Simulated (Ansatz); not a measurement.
**A computed series for SrCrO3: magnetic orders**

Base system: SrCrO$_{3}$ in the cubic perovskite structure (space group Pm-3m, No. 221; a = 3.789 Å; ferromagnetic; a cell from a computed database, its experimental status unchecked).

Each order is relaxed in cell and atoms; arrows give the starting signs on the magnetic atoms.

Method: DFT with PBEsol, PAW potentials and a 420 eV plane-wave cutoff in Ansatz (a first-principles code), no spin-orbit coupling.

Notes on the quantities. energy relative to the base: σ→0; to 0.01 eV only: unlike meshes or grids; space group: of the atoms, moments ignored.

```tsv
change	energy relative to the base	shortest interatomic distance	largest site moment	space group
base	0.00 eV/atom	1.894 Å	1.43 μB	Pm-3m (No. 221)
↑↓ start, q = (0, 0, 1/2), 10 atoms	-0.02 eV/atom	[?]	[?]	P4/mmm (No. 123)
↑↓ start, q = (0, 1/2, 1/2), 10 atoms	-0.03 eV/atom	1.873 Å	1.32 μB	P4/mmm (No. 123)
↑↓ start, q = (1/2, 1/2, 1/2), 10 atoms	-0.03 eV/atom	1.890 Å	[?]	Pm-3m (No. 221)
non-magnetic	+0.01 eV/atom	1.882 Å	–	Pm-3m (No. 221)
```

Question: Some entries are withheld; estimate them.

Answer: 
- ↑↓ start, q = (0, 0, 1/2), 10 atoms, shortest interatomic distance: 1.887 Å
- ↑↓ start, q = (0, 0, 1/2), 10 atoms, largest site moment: 1.34 μB
- ↑↓ start, q = (1/2, 1/2, 1/2), 10 atoms, largest site moment: 1.30 μB

Other magnetic orders, which the real material may have, were not ruled out. No phonon test of stability was made. No Hubbard U is applied, and correlation can decide whether such a compound is a metal. Spin-polarised in the final run: ↑↓ start, q = (0, 0, 1/2), 10 atoms, base, ↑↓ start, q = (0, 1/2, 1/2), 10 atoms and ↑↓ start, q = (1/2, 1/2, 1/2), 10 atoms; the other runs are not. Many cubic perovskites are stable only at high temperature; tilts and polar distortions were not tested.
